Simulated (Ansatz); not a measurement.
Start from Ge (space group P4_32_12, No. 96; a = 5.929 Å, c = 6.954 Å). Axes: x, y, z lie along a, b, c of the conventional cell.

Level of theory: PBEsol/PAW in Ansatz (an electronic-structure program), without spin-orbit coupling.

One thing is altered: an isotropic linear strain of +0.80 %, atoms relaxed at fixed cell.

Problem. Predict the stress tensor and what it implies for the stiffness.

Solution. Stress of the strained cell less that of the base (GPa, compression positive):
```
  -1.55    0.00    0.00
   0.00   -1.55    0.00
   0.00    0.00   -1.08
```

Then B = −ΔP/(ΔV/V₀) with ΔV/V₀ = 0.0242 gives secant stiffness values (nonlinear terms included at this strain): B (at held cell shape, above the free-shape value) ≈ 57 GPa.

Whether these cells are dynamically stable was not tested. This is not the structure that Ge has at room temperature and ambient pressure.
